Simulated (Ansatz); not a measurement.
Cell and atoms of amorphous Ti₁₀Al₁₂O₃₈:

```
CELL_PARAMETERS angstrom
      8.92485     0.00000     0.00000
      0.00000     8.92485     0.00000
      0.00000     0.00000     8.92485
ATOMIC_POSITIONS crystal
  Ti 0.13635 0.49216 0.27416
  Ti 0.70220 0.54991 0.93890
  Ti 0.66018 0.79760 0.65430
  Ti 0.53870 0.85071 0.35956
  Ti 0.40740 0.05622 0.10151
  Ti 0.44218 0.25182 0.68233
  Ti 0.11434 0.19862 0.71710
  Ti 0.29697 0.83586 0.81598
  Ti 0.03584 0.07466 0.20236
  Ti 0.94763 0.56522 0.65077
  Al 0.00148 0.73447 0.01629
  Al 0.87531 0.27145 0.41226
  Al 0.40107 0.43583 0.12349
  Al 0.94260 0.78335 0.34460
  Al 0.25991 0.96348 0.47254
  Al 0.32208 0.58995 0.52697
  Al 0.64087 0.47330 0.47700
  Al 0.19065 0.49240 0.85428
  Al 0.95608 0.94743 0.61975
  Al 0.77530 0.11944 0.83836
  Al 0.73677 0.89749 0.10148
  Al 0.69760 0.25058 0.14719
  O  0.76201 0.84025 0.29213
  O  0.38520 0.00912 0.31953
  O  0.29916 0.31110 0.81618
  O  0.97652 0.15408 0.85283
  O  0.51610 0.54573 0.00855
  O  0.51109 0.79695 0.77689
  O  0.20719 0.12286 0.11844
  O  0.21273 0.46326 0.05650
  O  0.14893 0.93005 0.67378
  O  0.60871 0.95292 0.51930
  O  0.34632 0.50374 0.30737
  O  0.83959 0.14276 0.25591
  O  0.68835 0.35465 0.32639
  O  0.53486 0.88017 0.13920
  O  0.74445 0.59959 0.73219
  O  0.91128 0.76351 0.54451
  O  0.37296 0.01474 0.89992
  O  0.80444 0.93866 0.74918
  O  0.46438 0.42810 0.56926
  O  0.95653 0.92595 0.08478
  O  0.28145 0.62212 0.72789
  O  0.60566 0.66695 0.47158
  O  0.48934 0.25410 0.12448
  O  0.77751 0.37910 0.01303
  O  0.07038 0.39603 0.69881
  O  0.07862 0.93964 0.36773
  O  0.01179 0.65457 0.20774
  O  0.63274 0.21764 0.73957
  O  0.34863 0.78301 0.47312
  O  0.78935 0.72355 0.01023
  O  0.00878 0.60323 0.85768
  O  0.70025 0.08031 0.01727
  O  0.95858 0.14193 0.55780
  O  0.04869 0.31362 0.31039
  O  0.19740 0.78121 0.97552
  O  0.83385 0.43031 0.53655
  O  0.12047 0.56866 0.47322
  O  0.30056 0.13865 0.57779
```

Methods: PBE, scalar-relativistic without spin-orbit coupling (Ansatz, a quantum-chemistry and plane-wave program); r2SCAN, scalar-relativistic without spin-orbit coupling (Ansatz); HSE06, scalar-relativistic without spin-orbit coupling (Ansatz). Neutral PBE cell, which sets geometry, pressure and energy: sampling: a 2×2×2 Γ-centred mesh; Fermi-Dirac width 0.02 eV; no spin polarisation. Exact exchange is cut at the faces of this 9 Å cell, which leaves hybrid gaps a finite-size error.

The cell was made by melting and quenching with the CHGNet potential and then relaxed with DFT. O atoms were pushed apart under 1.9 Å during the dynamics, to hinder bonds among them. The hot cell started wider than the set density and was brought back towards it in steps. It is the lowest in DFT energy of 2 quenches. It is a model cell: composition and starting density were chosen by hand, and all elements were melted together. No dispersion term was used. Its density started from a set value of 3.31 and ended at 3.29 g/cm³. The simulated quench (nominally 140 K/ps over its main leg) is rapid and tends to freeze in more defects than a deposited or slowly cooled glass has. One small periodic cell is one sample of the glass; other quenches scatter about these values. The volume was free in the relaxation, at fixed shape.

Question: Give the pressure, the energy against reference phases and the spacing of the highest filled and lowest empty levels.

Answer: 
| Quantity | Result |
|---|---|
| Pressure on a 2×2×2 Γ-centred mesh | 0.07 GPa |
| Largest force and stress component on that mesh (the relaxation ran on the zone centre alone) | 0.05 eV/Å and 1.6 GPa |
| Energy relative to anatase TiO2 + corundum (lowest mix at this level among the phases computed, not always the ambient ones) | 0.163 eV/atom |
| Gap between localised states on a 2×2×2 Γ-centred mesh (PBE) | 2.44 eV |
| Gap between localised states at the zone centre (PBE) | 2.49 eV |
| Gap between localised states at the zone centre (r2SCAN) | 2.83 eV |
| Gap between localised states at the zone centre (HSE06) | 4.09 eV |
| Distance between the nearest levels spread over more than a fifth of the atoms or a third of the atoms of their main element (six at least) (PBE, zone centre) | 3.24 eV |

Question: At PBE and the zone centre, how localised are the states just below and above the Fermi level (participation number: the atoms over which a state spreads)?

Answer: The highest filled state is spread over 10.5 atoms' worth, largest on O39, with weights by element (charge in smoothed Voronoi cells) O 0.92, Ti 0.07, Al 0.01. The lowest empty state is spread over 3.6 atoms' worth, largest on Ti10, with weights by element (charge in smoothed Voronoi cells) Ti 0.79, O 0.19, Al 0.02.

At PBE the levels at both edges of the gap are localised (band-tail or defect states), and the nearest spread-out levels lie 3.2 eV apart at the zone centre.

Bonds are counted up to Ti-Ti 3.12 Å, Ti-Al 2.89 Å, Ti-O 2.58 Å, Al-Al 2.66 Å, Al-O 2.26 Å, O-O 1.58 Å. Two cations that share two anions don't count as bonded, nor two that share one unless they lie closer than Ti-Ti 3.04 Å, Ti-Al 2.81 Å, Al-Al 2.59 Å.
